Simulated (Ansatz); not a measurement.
Consider AlN in the zinc blende structure (space group F-43m, No. 216; a = 4.342 Å). Axes: x, y, z lie along the cube axes.

Calculations: LDA, PAW, 420 eV (Ansatz, a first-principles code; scalar-relativistic without spin-orbit coupling).

For the base:

| Quantity | Result |
|---|---|
| Electron mass | 0.52 mₑ along k, 0.32 mₑ across (at X) |
| Valley order | X along ⟨100⟩ 3.25 eV; Γ 4.39 eV |

One thing is altered: biaxial strain −1.00 %, plane normal [001], relaxed out of plane (Cartesian); in-plane vectors clamped, the third vector and the atoms free.

Problem. What does the calculation give for the electron mass after the change?

Solution. The electron mass changes from 0.52 mₑ along k, 0.32 mₑ across (at X) to 0.51 mₑ along k, 0.32 mₑ across (at X).

Problem. How does this affect the ratio −ε⊥/ε∥?

Solution. The ratio −ε⊥/ε∥ amounts to 1.08.

Problem. Estimate the effect on the valley order.

Solution. The valley order (the lowest conduction-band minima on the path, energy above the VBM, named in the base's zone) becomes X along [010] 3.19 eV; X along [001] 3.29 eV; Γ 4.44 eV (base: X along ⟨100⟩ 3.25 eV; Γ 4.39 eV).

The levels and masses belong to the bands next to the band gap. Masses are band curvatures over ±0.01 Å⁻¹ around the edge. Along k means along the line from Γ to the band edge. Stability against distortions was not tested. This is not the structure that AlN has at room temperature and ambient pressure.
